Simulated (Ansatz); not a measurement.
# CsSnI3: Cs → La

Take CsSnI3 in the cubic perovskite structure (space group Pm-3m, No. 221; a = 6.271 Å) as the base.

One thing is altered: La takes the place of Cs on all its sites, then cell and atoms are relaxed.

Level of theory: PBE (Ansatz, a first-principles code; PAW; 420 eV plane waves; without spin-orbit coupling). Γ-centred 8×8×8 mesh, Fermi–Dirac width 0.05 eV, for the changed cell.

The density increases by 0.42 g/cm³ to 4.68 g/cm³ and the lattice parameter a falls by 0.329 bohr (11.851 bohr → 11.522 bohr). The space group remains Pm-3m (No. 221) and the shortest interatomic distance decreases by 0.1645 bohr (5.926 bohr → 5.761 bohr). The band gap goes from 0.45 eV to zero and the magnetic state changes from not spin-polarised to ferromagnetic.

The magnetic state is the one reached from the starting moments; the real material's order can differ, and small cells can't hold many antiferromagnetic ones. With I present, leaving out spin-orbit coupling can change the band edges. Stability against distortions was not tested. As relaxed here, LaSnI3 is a hypothetical phase, not in the database extracts checked. Many cubic perovskites are stable only at high temperature; tilts and polar distortions were not tested.
